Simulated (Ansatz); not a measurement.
Response to strain in KTaO3

Base system: KTaO3 in the cubic perovskite structure (space group Pm-3m, No. 221; a = 3.952 Å).

Strains are applied to the cell and any free atomic positions relax.

All numbers come from LDA/PAW in Ansatz (a quantum-chemistry and plane-wave program), scalar-relativistic without spin-orbit coupling.

Notes on the quantities. energy relative to the base: free energy F.

```csv
case,energy relative to the base,width of the top valence band,pressure
base,0 meV/atom,1.09 eV,-0.01 GPa
isotropic strain −3.00 %,+76 meV/atom,1.19 eV,24.36 GPa
isotropic strain −2.40 %,+47 meV/atom,1.18 eV,18.66 GPa
isotropic strain −1.80 %,+26 meV/atom,1.16 eV,13.40 GPa
isotropic strain −1.20 %,…,…,…
isotropic strain −0.60 %,+2.8 meV/atom,1.11 eV,4.09 GPa
```

Task: Fill in the withheld entries from the trend.

Result: 
- isotropic strain −1.20 %, energy relative to the base: +11 meV/atom
- isotropic strain −1.20 %, width of the top valence band: 1.13 eV
- isotropic strain −1.20 %, pressure: 8.55 GPa

Spin-orbit coupling, missing from the scalar runs, can matter with Ta. The levels and masses belong to the bands next to the band gap. No phonon test of stability was made.
